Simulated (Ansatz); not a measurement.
# BeSe (model structure, started from the litharge type, P4/nmm, No. 129, 4 atoms in the cell): properties by level of theory

| level (code) | equilibrium lattice constant a (Å) | lattice parameter c (Å) | formation enthalpy (eV/atom) |
|---|---|---|---|
| PBE (Ansatz) | 4.613 | 5.381 | 0.010 |
| PBEsol (Ansatz) | 4.578 | 4.562 | ___ |
| PBE-D3(BJ) (Ansatz) | 4.565 | ___ | 0.143 |

Problem. What belongs in the gaps?

Solution. 
- PBEsol (Ansatz, an electronic-structure program), formation enthalpy (eV/atom): 0.038
- PBE-D3(BJ) (Ansatz), lattice parameter c (Å): 4.021

Ansatz's density-functional and Hartree–Fock values are scalar-relativistic unless marked +SOC, with PAW data made under PBE.

Computed values are for the static lattice.

A model structure was made by putting elements into a prototype or built by hand; it is no filed structure, need not be a known phase, and can be a saddle point held by its symmetry.
